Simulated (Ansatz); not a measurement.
Start from AgBr in the rock salt structure (space group Fm-3m, No. 225).

AgBr has the cubic space group Fm-3m (No. 225), the rock salt structure, Pearson symbol cF8. Lattice parameters: a = 5.8409 Å, b = 5.8409 Å, c = 5.8409 Å, α = 90.00°, β = 90.00°, γ = 90.00°. Br on 4a has 6 Ag at 2.920 Å (octahedral). Ag on 4b has 6 Br at 2.920 Å (octahedral). (Neighbours: up to the widest gap in distance over summed covalent radii, below 1.35, at either atom; cation-cation and far metal-metal contacts left out.)
(The calculation used a cell of 2 atoms; values per cell refer to that cell.)

Computed with plane-wave PAW DFT at the PBE level (Ansatz, an electronic-structure program, 420 eV), scalar-relativistic without spin-orbit coupling.

Base values:

```
Property                Result
-------------  ---------------
Band gap               0.69 eV
Density             6.26 g/cm³
Gap character  indirect, L → Γ
```

The change: a hydrostatic pressure of 100 GPa.

Question: What happens to the band gap?

Answer: The band gap drops by 0.565 eV to 0.12 eV.

Question: What does the calculation give for the density after the change?

Answer: The density increases by 4.81 g/cm³ to 11.07 g/cm³.

Question: How does this affect the gap character?

Answer: The gap character changes from indirect, L → Γ to indirect, L → X.

Load acts through the strain it causes; cell and atoms are relaxed under it. No phonon test of stability was made. No other phases were tried under pressure. A zero or small gap of AgBr under pressure 100 GPa can be the functional's error rather than a property of the material.
